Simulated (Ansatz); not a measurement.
# Short convergence ladders for YAl₂ (Fd-3m, 6 atoms in the cell)

```yaml
crystal:
  lattice:
    - [0.00000, 3.91266, 3.91266]
    - [3.91266, 0.00000, 3.91266]
    - [3.91266, 3.91266, 0.00000]
  atoms:
    - { symbol: Y, position: [0.75000, 0.75000, 0.75000] }
    - { symbol: Y, position: [0.50000, 0.50000, 0.50000] }
    - { symbol: Al, position: [0.12500, 0.62500, 0.12500] }
    - { symbol: Al, position: [0.12500, 0.12500, 0.12500] }
    - { symbol: Al, position: [0.62500, 0.12500, 0.12500] }
    - { symbol: Al, position: [0.12500, 0.12500, 0.62500] }
```

Base method: LDA (PW92), default PAW files made with PBE (plane waves; Ansatz, a first-principles code).

Base settings: basis.ecutwfc = 30.9 Ry; kpoints.mp_grid.grid = 7 7 7; hamiltonian.xc = lda; hamiltonian.pseudopotentials = {kind: paw} (the program's default PAW files); scf.occupations.method = fermi_dirac; scf.occupations.width = 0.0073 Ry.

The count of work is k-points × plane waves × bands × iterations; it is no time. Core times come from one kind of shared machine, to one figure; runs under 30 s give none.

**Zone-centre phonons against the mesh**

In this ladder: phonons.method = dfpt.

Frequencies are those of the unrelaxed cell, without the LO-TO term of polar crystals.

Only quantities that move along the ladder and can be compared are tabulated.

| kpoints.mp_grid.grid | highest zone-centre frequency (cm⁻¹) | lowest optical frequency (cm⁻¹) | core time / last (rough) |
|---|---|---|---|
| 2 2 2 | 399.9 | 35.8 | – |
| 3 3 3 | 380.9 | 156.0 | – |
| 4 4 4 | 377.8 | 149.4 | – |
| 5 5 5 | 377.4 | 149.2 | 0.04 |
| 6 6 6 | 377.6 | 153.0 | 0.07 |
| 9 9 9 | 378.0 | 150.3 | 0.2 |
| 11 11 11 | 377.8 | 150.6 | 0.4 |
| 13 13 13 | 377.7 | 150.6 | 1 |

Coarsest kpoints.mp_grid.grid that holds the lowest optical frequency within 5 cm⁻¹ of the last step, with all finer ones: 4 4 4; the step before is off by 5.4 cm⁻¹.

Coarsest kpoints.mp_grid.grid that holds the highest zone-centre frequency within 10 cm⁻¹ of the last step, with all finer ones: 3 3 3; the step before is off by 22 cm⁻¹.

**The size of a vacancy's supercell**

On YAl2 (Fd-3m, 12 atoms in the cell), and larger cells.

Steps: 2 x 1 x 1 supercell, one Y atom taken out, nothing relaxed; 2 x 2 x 1 supercell, one Y atom taken out, nothing relaxed; and so on, with the mesh thinned in proportion.

Only quantities that move along the ladder and can be compared are tabulated.

| atoms | energy of the cell with the vacancy less the whole one (holds the removed atom on the program's zero: only its change counts) (eV) | count of work / last | core time / last (rough) |
|---|---|---|---|
| 12 | 3748.689 | 0.47 | 0.4 |
| 24 | 3748.592 | 1.2 | 1 |
| 48 | 3748.571 | 1.0 | 1 |

Smallest size that holds the energy of the cell with the vacancy less the whole one (holds the removed atom on the program's zero: only its change counts) within 0.1 eV of the last step, with all finer ones: 24; the step before is off by 0.12 eV.

On the base run: the starting cell comes from a database of computed structures (which also holds hypothetical and non-ambient phases and stackings), without a prior relaxation at this level. Its lattice was rescaled by up to half a per cent.

Left out of this page: 1 run of the series stopped by limits of time or memory.

Keys are those of Ansatz 0.2.
